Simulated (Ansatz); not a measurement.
Start from Zr in the hcp (Mg type) structure (space group P6_3/mmc, No. 194; a = 3.144 Å, c = 5.093 Å; relaxed with 0.1 eV smearing). Axes: x lies along a and z along c of the hexagonal cell.

The values are results of LDA (Ansatz, a first-principles code, PAW, without spin-orbit coupling), not measurements.

The change: a pure shear with ε_xz = ε_zx = 0.0029, atoms relaxed at fixed cell.

Problem. What happens to the stress and energy relative to the base?

Solution. The stress (xx, yy, zz, yz, xz, xy; compression positive) comes out as (0.0, 0.0, 0.0, 0.0, -0.1, 0.0) GPa; the energy hardly moves.

The cells carry an imposed strain or load. Whether these cells are dynamically stable was not tested. The final runs are not spin-polarised.
